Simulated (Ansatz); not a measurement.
System: Mo2B2Si (model structure, started from the Ti2InB2 type, P-6m2, No. 187, 5 atoms in the cell). Method: LDA in Ansatz (PAW).

Numerical settings: plane-wave cutoff 520 eV, 24×24×8 k mesh (along the axes of the cell as run), Fermi–Dirac smearing 0.05 eV, no spin polarisation, scalar-relativistic PAW data made under PBE.

Cell (relaxed at this level):

```xyz
5
Lattice="3.0887 0.0000 0.0000 -1.5444 2.6749 0.0000 0.0000 0.0000 6.5341" Properties=species:S:1:pos:R:3 pbc="T T T"
Mo     0.0000     1.7833     4.7530
Mo     0.0000     1.7833     1.7811
Si     0.0000     0.0000     0.0000
B      0.0000     0.0000     3.2670
B      1.5444     0.8916     3.2670
```

Q: Estimate the bulk modulus that the calculation returns.

A: 
- bulk modulus: 278 GPa

Note: the run has no spin polarisation, so it can have missed a magnetic state; the bulk modulus is −V dP/dV from two relaxed cells at ±2 % in volume; the relaxation could raise the start's symmetry but not lower it, so the cell can be a saddle point.

The result took roughly 7 core-minutes.

A model structure was made by putting elements into a prototype or built by hand; it is no filed structure, need not be a known phase, and can be a saddle point held by its symmetry.

Ansatz is an electronic-structure program.
